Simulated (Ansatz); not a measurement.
**Re under a change: tensor shear ε_xz = +1.43 %**

Consider Re in the hcp (Mg type) structure (space group P6_3/mmc, No. 194; a = 2.752 Å, c = 4.440 Å; relaxed with 0.1 eV smearing). Axes: x lies along a and z along c of the hexagonal cell.

It is then changed as follows: a pure shear with ε_xz = ε_zx = 0.0143, atoms relaxed at fixed cell.

All numbers come from Ansatz (a program for electronic structure), PBEsol, PAW, cutoff 420 eV, no spin-orbit coupling. Γ-centred 24×24×13 mesh, Fermi–Dirac width 0.1 eV.

- Volume per atom = 14.56 Å³ (base 14.56 Å³)
- Space group = C2/c (No. 15) (base P6_3/mmc (No. 194))
- Shortest interatomic distance = 2.699 Å (base 2.730 Å)
- Energy relative to the base (free energy F) = +6.4 meV/atom
- Pressure (mean of the normal stresses, compression positive) = 0.2 GPa (base 0.0 GPa)
- Band gap = zero (base zero)
- Stress (xx, yy, zz, yz, xz, xy; compression positive) = (0.1, 0.3, 0.3, 0.0, -4.9, 0.0) GPa

Final structure:

```
CELL_PARAMETERS angstrom
      2.75189     0.00000     0.03935
     -1.37595     2.38321    -0.01968
      0.06349     0.00000     4.44007
ATOMIC_POSITIONS crystal
  Re 0.66640 0.33280 0.75000
  Re 0.33360 0.66720 0.25000
```

The cells carry an imposed strain or load. Whether these cells are dynamically stable was not tested. All final runs are without spin polarisation.
